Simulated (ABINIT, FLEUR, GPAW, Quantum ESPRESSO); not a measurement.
## Bulk modulus against equilibrium volume of fcc Au (space group 225) over programs and functionals

Each row is a third-order Birch-Murnaghan fit to seven to nine volumes of fcc Au (space group 225) in one program and functional, each with its own basis, cutoff and mesh; V0 is in Å^3/atom and B0 in GPa. Along one equation of state d ln B/d ln V = -B', so if levels differed mainly by where they put the minimum, ln B0 would fall on a line in ln V0 with a slope near -B0'.

```
program, functional, potentials       ln V0  ln B0  V0 (Å^3/atom)  B0 (GPa)
------------------------------------  -----  -----  -------------  --------
ABINIT, LDA, PseudoDojo               2.806  5.273          16.54     195.0
Quantum ESPRESSO, LDA, GBRV           2.806  5.277          16.55     195.8
FLEUR, LDA, all-electron              2.808  5.270          16.58     194.5
GPAW, LDA, PAW                        2.827      ?          16.89         ?
Quantum ESPRESSO, PBEsol, GBRV        2.832  5.170          16.97     175.9
ABINIT, PBEsol, PseudoDojo            2.832  5.167          16.97     175.5
GPAW, PBEsol, PAW                     2.850  5.148          17.29     172.1
ABINIT, PBE, PseudoDojo               2.886  4.944          17.92     140.3
Quantum ESPRESSO, PBE, GBRV           2.886  4.945          17.92     140.4
FLEUR, PBE, all-electron              2.887  4.939          17.94     139.7
Quantum ESPRESSO, PBE, PSlibrary PAW  2.893  4.936          18.04     139.2
GPAW, PBE, PAW                        2.902  4.923          18.20     137.4
```

Q: Using a straight line, estimate the missing ln B0 at ln V0 = 2.827 from the other rows, showing the fit.

A: With u = ln V0 - 2.853, the rows have u = -0.047000, -0.047000, -0.045000, -0.021000, -0.021000, -0.003000, 0.033000, 0.033000, 0.034000, 0.040000, 0.049000. Means: u 0.00045455, ln B0 5.0902. About the means, the sum of products is -0.058042 and the sum of squares of u is 0.014667; the slope is their ratio. Least squares gives ln B0 = 5.0920 - 3.957·u. Residuals (row less fit): -0.0050, -0.0010, -0.0001, -0.0051, -0.0081, 0.0441, -0.0174, -0.0164, -0.0185, 0.0023, 0.0249; standard error 0.0200 (degrees of freedom: 9). The slope is -4.0; the rows' own B0' run from 5.7 to 6.1, so the line is flatter than -B0': at one and the same volume the levels with the larger V0 are the stiffer ones. At the withheld row, u = -0.026000, so ln B0 = 5.0920 - 3.957 × (-0.026000) = 5.1949. The calculation gives 5.255, 0.0601 above the prediction (17.0 % of the range of ln B0 in the table). The row lies between fitted rows. From the scatter of the fitted rows alone, a prediction at this place has a standard error of 0.0214, so the miss is 2.8 times that.

FLEUR's values depend on its sphere radii, cutoffs and local orbitals, which need not be converged. Spin polarisation is off, and so is spin-orbit coupling; occupations are Fermi-Dirac, smeared by 0.05 eV in metals and 0.01 eV otherwise. Cutoffs and mesh are single choices, not tested for convergence of this quantity. No row is a reference.
